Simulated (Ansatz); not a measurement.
# C (space group P4_32_12, No. 96; a hypothetical phase, not in the database extracts checked)

C is modelled in the tetragonal space group P4₃2₁2 (No. 96), Pearson symbol tP12. Lattice parameters: a = 3.8019 Å, b = 3.8019 Å, c = 4.6811 Å, α = 90.00°, β = 90.00°, γ = 90.00°. C1 on 4a is coordinated by 4 C at 1.572 Å. C2 on 8b is surrounded by 4 C at 1.572–1.611 Å. (Neighbours: up to the widest gap in distance over summed covalent radii, below 1.35, at either atom.)

The values are results of PBE (Ansatz, a quantum-chemistry and plane-wave program, PAW, no spin-orbit coupling), not measurements. Γ-centred 7×7×6 mesh, Fermi–Dirac width 0.05 eV.

The volume per atom is 5.64 Å³ and the density is 3.54 g/cm³. The band gap comes out as 4.97 eV (uncertain: the edges found on the path are not clean extrema). The total energy is -249.920 eV/atom (σ→0; compares only within this code and set-up).

Stability against distortions was not tested.
